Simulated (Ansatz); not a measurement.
Abridged Ansatz (a quantum-chemistry and plane-wave program) output:

```
Relaxation: its limit of steps is 50 (relax.max_steps)
Pseudopotential: Sn, paw, valence charge 14
Pseudopotential: O, paw, valence charge 6
Crystal: 4 atoms, lattice volume = 61.292 Å³
Basis set: ecut = 420 eV, 1215 PW (Γ), exchange–correlation on 50×50×60 points (8 copies of the dense FFT grid, shifted against one another)
Bands: 24, of which v1, the nominal top of the filled ones, is band 20 counted from 1 (19 counted from 0)
Symmetry: 16 space group operations
k-points: 252 of 2925
Functional: x = pbesol(κ = 0.804, μ = 0.12345679012345678), c = pbesol(β = 0.046)
SCF iter   1: F=—  HF=-13023.028459 eV  |F-HF|=—  |Δ(HF+E_count)|=         —  Δρ=5.30e-2  dr2=2.32e0  ethr=3.10e-3  ⟨swp⟩=5.9  Hψ=28032  notcnv=0
SCF iter   2: F=—  HF=-13022.650691 eV  |F-HF|=—  |Δ(HF+E_count)|=   3.78e-1  Δρ=2.75e-2  dr2=8.20e-1  ethr=3.10e-3  ⟨swp⟩=3.1  Hψ=14026  notcnv=0
SCF 1 converged in 11 iterations: F = -13022.424857 eV  dr2 = 2.07e-10
relax step   1: F+E_penalty+E_count = -13022.42485721 eV  Δ(F+E_penalty+E_count) = +0.000e0 eV  max|allowed force component| = 8.017e-1 eV/Å  Δτ_max = 0.0000 Å  (11 SCF iters, accepted)
Crystal: 4 atoms, lattice volume = 61.292 Å³
SCF iter   1: F=—  HF=-13022.449968 eV  |F-HF|=—  |Δ(HF+E_count)|=         —  Δρ=6.62e-3  dr2=1.59e-2  ethr=4.01e-5  ⟨swp⟩=1.6  Hψ=24556  notcnv=0
SCF iter   2: F=—  HF=-13022.446686 eV  |F-HF|=—  |Δ(HF+E_count)|=   3.28e-3  Δρ=3.03e-3  dr2=4.03e-3  ethr=3.98e-5  ⟨swp⟩=2.6  Hψ=9844  notcnv=0
SCF 2 converged in 10 iterations: F = -13022.445643 eV  dr2 = 7.19e-11
relax step   2: F+E_penalty+E_count = -13022.44564282 eV  Δ(F+E_penalty+E_count) = -2.079e-2 eV  max|allowed force component| = 4.309e-1 eV/Å  Δτ_max = 0.0572 Å  (10 SCF iters, accepted)
Crystal: 4 atoms, lattice volume = 61.292 Å³
SCF iter   1: F=—  HF=-13022.455052 eV  |F-HF|=—  |Δ(HF+E_count)|=         —  Δρ=2.41e-3  dr2=2.12e-3  ethr=5.24e-5  ⟨swp⟩=4.2  Hψ=18305  notcnv=0
SCF iter   2: F=—  HF=-13022.454565 eV  |F-HF|=—  |Δ(HF+E_count)|=   4.87e-4  Δρ=1.09e-3  dr2=5.39e-4  ethr=5.29e-6  ⟨swp⟩=2.1  Hψ=11808  notcnv=0
SCF 3 converged in 9 iterations: F = -13022.454371 eV  dr2 = 1.43e-10
relax step   3: F+E_penalty+E_count = -13022.45437084 eV  Δ(F+E_penalty+E_count) = -8.728e-3 eV  max|allowed force component| = 1.096e-2 eV/Å  Δτ_max = 0.0207 Å  (9 SCF iters, accepted)
Crystal: 4 atoms, lattice volume = 61.292 Å³
[...]
SCF 4 converged in 6 iterations: F = -13022.454376 eV  dr2 = 1.92e-10
relax step   4: F+E_penalty+E_count = -13022.45437643 eV  Δ(F+E_penalty+E_count) = -5.593e-6 eV  max|allowed force component| = 4.481e-4 eV/Å  Δτ_max = 0.0005 Å  (6 SCF iters, accepted)
SCF converged after 6 iterations
Free energy (F): -13022.454376 eV
Internal energy: -13022.442183 eV  (E = F + TS)
E sigma→0 (E₀):  -13022.448280 eV
Entropy (-TS):   -0.012193 eV (-3.048 meV/atom)
Fermi energy:    12.028405 eV
  E_disp       = -0.990813  (pairwise vdW)
--- Forces (eV/Å), atoms counted from 1 ---
  atom   1  Sn     0.00000000     0.00000000    -0.00044806
  atom   2  Sn     0.00000000     0.00000000     0.00044806
  atom   3  O      0.00000000     0.00000000    -0.00000000
  atom   4  O      0.00000000     0.00000000     0.00000000
--- Stress (GPa, compression-positive) ---
        4.250785       0.000000       0.000000
        0.000000       4.250785       0.000000
        0.000000       0.000000       2.238426
  P = ⅓ Tr σ = 3.5800 GPa (35.800 kbar)
--- Relaxed structure (4 steps of the walk, 4 accepted, 0 SCFs on fresh bases) ---
  atoms:
    - { symbol: Sn, position: [0.5, 1.8297515270081726e-36, 0.26201952279148827] }
    - { symbol: Sn, position: [4.472725954908866e-36, 0.5, 0.7379804772085118] }
    - { symbol: O, position: [-8.538840459371472e-36, -2.033057252231303e-37, 3.8755305851040666e-19] }
    - { symbol: O, position: [0.5, 0.5, 3.8755305851040666e-19] }
```

Question: What was computed, and what are the main results?

Answer: SnO, 4 atoms in the cell, with PBEsol-D3(BJ), PAW, 420 eV (Ansatz; scalar-relativistic without spin-orbit coupling), earlier PAW set. The last SCF converged to F = -13022.454376 eV, or -3255.6136 eV per atom, at a pressure of 3.58 GPa. The total energy compares only with runs of the same code, potentials and settings.

The cells carry an imposed strain or load. Whether these cells are dynamically stable was not tested. The final runs are not spin-polarised. The cell was made from SnO in the litharge type structure (space group P4/nmm, No. 129; layered, stacked along the Cartesian z axis) by this change: isotropic strain −1.78 %.

Keys are those of Ansatz 0.2.
